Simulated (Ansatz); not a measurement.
Consider O vacancy in rutile SnO2, charge state +2. The step: a nearby O atom hops onto the vacant site; the atom moves 2.78 Å along (0.10, -0.47, -0.48) of the unit cell; the moving atom starts with neighbours O at 2.68; Sn at 2.06, Sn at 2.11, Sn at 2.15 Å and ends with O at 2.60; Sn at 2.06, Sn at 2.11, Sn at 2.13 Å. A PBE band in Ansatz (plane-wave PAW, one k-point at (0.250, 0.250, 0.250), 72 host sites, 27 SCF runs with any check of the saddle's order, static, no finite-size correction) gives a forward barrier of 1.25 eV. The saddle point's order was not checked. The charge state is imposed; whether it is stable for some Fermi level was not computed. Forms of the defect that were not tried may lie lower.

Single points at the band's start and saddle point can refine it. Rough cost of one point, in units of the band's mean SCF on the same machine:

```json
[
 {"Level": "PBE, a 2×2×2 k-point mesh shifted by half a step", "Cost of one point": "about 3"},
 {"Level": "r2SCAN at 500 eV, one k-point at (0.250, 0.250, 0.250)", "Cost of one point": "under 2"}
]
```

Question: Which of these move the barrier by more than 0.1 eV, and how far does each move it?

Answer: PBE, a 2×2×2 k-point mesh shifted by half a step: 0.00 eV; r2SCAN at 500 eV, one k-point at (0.250, 0.250, 0.250): +0.17 eV. Each functional is compared with PBE at the same k-points.

Ansatz is a quantum-chemistry and plane-wave program.
